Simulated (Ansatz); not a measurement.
Effect of isotropic strain −2.40 % on ZnS

The reference is ZnS in the wurtzite structure (space group P6_3mc, No. 186; a = 3.782 Å, c = 6.208 Å).

The change: the cell is scaled by 0.9760 in all directions, atoms relaxed at fixed cell.

Level of theory: Kohn–Sham DFT with the PBEsol functional, run in Ansatz (a first-principles code) with PAW and 420 eV plane waves, without spin-orbit coupling. Γ-centred 10×10×6 mesh, Fermi–Dirac width 0.05 eV.

```json
[
 {"quantity": "volume per atom", "base": "19.23 Å³", "changed": "17.87 Å³", "shift": "-1.351 Å³"},
 {"quantity": "space group", "base": "P6_3mc (No. 186)", "changed": "P6_3mc (No. 186)", "shift": "–"},
 {"quantity": "shortest interatomic distance", "base": "2.319 Å", "changed": "2.264 Å", "shift": "-0.055 Å"},
 {"quantity": "energy relative to the base (free energy F)", "base": "0 meV/atom", "changed": "+27 meV/atom", "shift": "+27 meV/atom"},
 {"quantity": "pressure (mean of the normal stresses, compression positive)", "base": "0.0 kbar", "changed": "67.3 kbar", "shift": "+67.3 kbar"},
 {"quantity": "band gap", "base": "2.15 eV", "changed": "2.48 eV", "shift": "+0.33 eV"},
 {"quantity": "gap character", "base": "direct at Γ", "changed": "direct at Γ", "shift": "–"},
 {"quantity": "mean gap deformation potential ΔEg/Δln V", "base": "–", "changed": "-4.5 eV", "shift": "–"},
 {"quantity": "width of the top valence band", "base": "2.23 eV", "changed": "2.50 eV", "shift": "+0.261 eV"},
 {"quantity": "electron mass", "base": "0.16 mₑ along c, 0.18 mₑ across (at Γ)", "changed": "0.17 mₑ along c, 0.20 mₑ across (at Γ)", "shift": "–"},
 {"quantity": "valence-band top at Γ (three highest levels, from the VBM)", "base": "0.00, 0.00, -0.09 eV", "changed": "0.00, 0.00, -0.10 eV", "shift": "–"}
]
```

Final structure:

```yaml
crystal:
  lattice:
    - [3.69139, 0.00000, 0.00000]
    - [-1.84570, 3.19684, 0.00000]
    - [0.00000, 0.00000, 6.05867]
  atoms:
    - { symbol: Zn, position: [0.33333, 0.66667, 0.00062] }
    - { symbol: Zn, position: [0.66667, 0.33333, 0.50062] }
    - { symbol: S, position: [0.33333, 0.66667, 0.37438] }
    - { symbol: S, position: [0.66667, 0.33333, 0.87438] }
```

Effective masses come from finite differences of ±0.01 Å⁻¹. Semilocal Kohn–Sham gaps tend to fall short of experiment. No phonon test of stability was made.
